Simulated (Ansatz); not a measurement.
We consider bcc Ca (high-temperature phase), described by PBEsol (PAW; Ansatz, a quantum-chemistry and plane-wave program).

The input as run:

Ansatz 0.2 input:
```yaml
crystal:
  lattice:
    - [-2.19, 2.19, 2.19]
    - [2.19, -2.19, 2.19]
    - [2.19, 2.19, -2.19]
  atoms:
    - { symbol: Ca, position: [0.0, 0.0, 0.0] }
basis:
  ecutwfc: 520
  ecutrho_ratio: 4
  xc_grid: 2
kpoints:
  mp_grid: { grid: [18, 18, 18] }
hamiltonian:
  xc: pbesol
  dispersion: none
  pseudopotentials: { kind: paw }
scf:
  occupations: { method: fermi_dirac, width: 0.05 }
  convergence: { dr2_threshold: 0.0000000001 }
output:
  forces: false
  stress: true
  eigenvalues: true
```

Output (set-up and result lines):

```
Crystal: 1 atoms, lattice volume = 42.014 Å³
Basis set: ecut = 520 eV, 1157 PW (Γ), exchange–correlation on 60×60×60 points (8 copies of the dense FFT grid, shifted against one another)
Bands: 9, of which v1, the nominal top of the filled ones, is band 5 counted from 1 (4 counted from 0)
Symmetry: 48 space group operations
Space group: Im-3m (ITA 229), of the structure as read, at distance tolerance 3.5e-5 Å
k-points: 195 of 5832
Functional: x = pbesol(κ = 0.804, μ = 0.12345679012345678), c = pbesol(β = 0.046)
SCF iter   1: F=—  HF=-1793.719984 eV  |F-HF|=—  |Δ(HF+E_count)|=         —  Δρ=2.33e-3  dr2=2.09e-3
SCF iter   2: F=—  HF=-1793.719334 eV  |F-HF|=—  |Δ(HF+E_count)|=   6.49e-4  Δρ=1.06e-3  dr2=4.53e-4
  ...
SCF iter   6: F=—  HF=-1793.719190 eV  |F-HF|=—  |Δ(HF+E_count)|=   1.01e-8  Δρ=1.85e-6  dr2=1.51e-9
SCF iter   7: F=-1793.719190 eV  HF=-1793.719190 eV  |F-HF|=7.73e-12  |Δ(HF+E_count)|=  9.69e-11  Δρ=2.21e-7  dr2=1.13e-11
SCF 1 converged in 7 iterations: F = -1793.719190 eV  dr2 = 1.13e-11
SCF converged after 7 iterations
Free energy (F): -1793.719190 eV
Internal energy: -1793.704965 eV  (E = F + TS)
E sigma→0 (E₀):  -1793.712078 eV
Fermi energy:    4.963173 eV
--- Stress (GPa, compression-positive) ---
       -0.620646       0.000000       0.000000
       -0.000000      -0.620646       0.000000
       -0.000000       0.000000      -0.620646
  P = ⅓ Tr σ = -0.6206 GPa (-6.206 kbar)
```

The PAW data were made under PBE.

Note: symmetry holds this phase in the static calculation, where it need not be a minimum. Note: cell and atoms aren't relaxed at this level (pressure -0.6 GPa).

Computing time: about 4 core-seconds (a rough figure).
